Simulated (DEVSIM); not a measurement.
System: Ti/HfO2/p-In0.53Ga0.47As capacitor, at 300 K.

Layer 1 from the left is HfO2, thickness (nm) 23.0. Layer 2 from the left is In0.53Ga0.47As, thickness (nm) 450, Na (cm⁻³) 1.6e18.

Metal gate on the left, work function 4.33 eV. Fixed charge at the semiconductor interface 1.8e12 cm⁻² (in units of +e); interface traps 1e12 cm⁻² eV⁻¹, uniform in energy, neutral level at 0.3 of the gap above the valence band.

This is a model device: material constants are rounded textbook-type values typed into the input, and sizes, dopings and lifetimes were drawn at random. Values at 300 K.

HfO2: gap (eV) 5.7, affinity (eV) 2.5, permittivity 22. In0.53Ga0.47As: gap (eV) 0.74, affinity (eV) 4.51, permittivity 13.9, Nc (cm⁻³) 2.1e17, Nv (cm⁻³) 7.7e18.

Model (solved in DEVSIM): 1D Poisson equation in equilibrium, Boltzmann statistics, complete ionisation; no quantum confinement or tunnelling. Metal contacts follow the ideal Schottky-Mott rule: no Fermi-level pinning, no interface dipoles.

Question: What does the simulation give for the flat-band voltage, the minimum of the low-frequency capacitance?

Answer: flat-band voltage -1.25 V; minimum of the low-frequency capacitance 0.376 μF/cm².
